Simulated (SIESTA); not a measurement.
A self-consistent single point of TlIO3 (R3m, 5 atoms in the cell) with SIESTA.

Level of theory: GGA PBEsol, numerical atomic orbitals DZP, PseudoDojo PBEsol standard norm-conserving potentials (rewritten from UPF to PSML) (SIESTA).

```
CELL_PARAMETERS angstrom
      3.16025     1.82457     2.66340
     -3.16025     1.82457     2.66340
      0.00000    -3.64914     2.66340
ATOMIC_POSITIONS crystal
  Tl 0.01501 0.01501 0.01501
  I  0.50186 0.50186 0.50186
  O  0.90328 0.46189 0.46189
  O  0.46189 0.90328 0.46189
  O  0.46189 0.46189 0.90328
```

Reference input (self-consistent single point, DFT, GGA PBEsol, numerical atomic orbitals DZP, PseudoDojo PBEsol standard norm-conserving potentials (rewritten from UPF to PSML)): XC.functional = GGA; XC.authors = PBEsol; potentials = PseudoDojo PBEsol standard; PAO.BasisSize = DZP; PAO.EnergyShift = 0.005 Ry; MeshCutoff = 400 Ry; kgrid.MonkhorstPack = 3 3 3; OccupationFunction = FD; ElectronicTemperature = 0.02 eV; MaxSCFIterations = 150; SCF.Mixer.Method = Pulay; SCF.Mixer.Weight = 0.1. This run's input differs from it in these lines:

```diff
@@ -32,5 +32,5 @@
 %block kgrid.MonkhorstPack
-    3   0   0  0.0
-    0   3   0  0.0
-    0   0   3  0.0
+    4   0   0  0.0
+    0   4   0  0.0
+    0   0   4  0.0
 %endblock kgrid.MonkhorstPack
```

Output, abridged:

```
        iscf     Eharris(eV)        E_KS(eV)     FreeEng(eV)     dDmax    Ef(eV) dHmax(eV)
   scf:    1    -3306.308316    -3333.814771    -3333.814771  1.494318 -4.731199  8.855931
   scf:    2    -3342.323988    -3338.336385    -3338.336385  0.078120 -4.533509  5.932986
   scf:    3    -3344.323290    -3342.871825    -3342.871825  0.143652 -4.377235  1.577624
   scf:    4    -3342.159625    -3342.660174    -3342.660174  0.100649 -4.914174  1.781437
   scf:    5    -3343.118969    -3343.006221    -3343.006221  0.038216 -4.931311  0.252843
   [... 4 lines left out ...]
   scf:   10    -3343.010077    -3343.010064    -3343.010064  0.000737 -4.926494  0.000983
   scf:   11    -3343.010064    -3343.010064    -3343.010064  0.000022 -4.926172  0.000611
   scf:   12    -3343.010064    -3343.010064    -3343.010064  0.000083 -4.925953  0.000246
   scf:   13    -3343.010064    -3343.010064    -3343.010064  0.000007 -4.925969  0.000114
SCF Convergence by DM+H criterion
max |DM_out - DM_in|         :     0.0000068051
max |H_out - H_in|      (eV) :     0.0001143599
SCF cycle converged after 13 iterations

Using DM_out to compute the final energy and forces

siesta: E_KS(eV) =            -3343.0101

siesta: E_KS - E_eggbox =     -3343.0101

siesta: Atomic forces (eV/Ang):
     1   -0.000000    0.000000    0.010582
     2    0.000000   -0.000011   -2.353158
     3    1.611020    0.930123    0.781129
     4   -1.611020    0.930123    0.781129
     5    0.000000   -1.860236    0.781123
   Tot   -0.000000   -0.000000    0.000805
   Max    2.353158
   Res    1.087794    sqrt( Sum f_i^2 / 3N )
   Max    2.353158    constrained

Stress tensor Voigt[x,y,z,yz,xz,xy] (kbar):      -56.19      -56.19      -23.24       -0.00        0.00        0.00
   [... lines left out ...]
siesta: FreeEng =     -3343.010064
siesta: Cell volume =         92.144403 Ang**3
siesta:          45.20635340        -18.28392860  kBar
   [... lines left out ...]
   5  6.505   1.837  -0.006   1.302   1.701   1.835   0.058  -0.108  -0.149
              0.005   0.012   0.005   0.003   0.009

mulliken: Qtot =       38.000

Mulliken Atomic Populations:
Atom #   charge [q] valence [e]  Species
     1    -0.010080   13.010080  Tl
     2     1.525896    5.474104  I
     3    -0.505272    6.505272  O
     4    -0.505272    6.505272  O
     5    -0.505272    6.505272  O
 Total     0.000000
```

The run converged in 13 iterations. Against the reference run the free energy goes up by 9.7 meV/atom, the pressure goes from 4.29 to 4.52 GPa, the largest force goes from 2.446 to 2.353 eV/Å and the gap on the mesh goes from 3.730 to 2.582 eV.

The starting cell comes from a database of computed structures (which also holds hypothetical and non-ambient phases and stackings), without a prior relaxation at this level. Its lattice was rescaled by up to half a per cent. One atom was moved a little off its site on purpose. Spin-orbit coupling is off. Values carry the incompleteness of an atom-centred basis. With a pressure of about 5 GPa the cell is away from its equilibrium volume at this level. Forces in this geometry exceed 1 eV/Å.

Cost on one core of a shared machine: roughly 40 s.
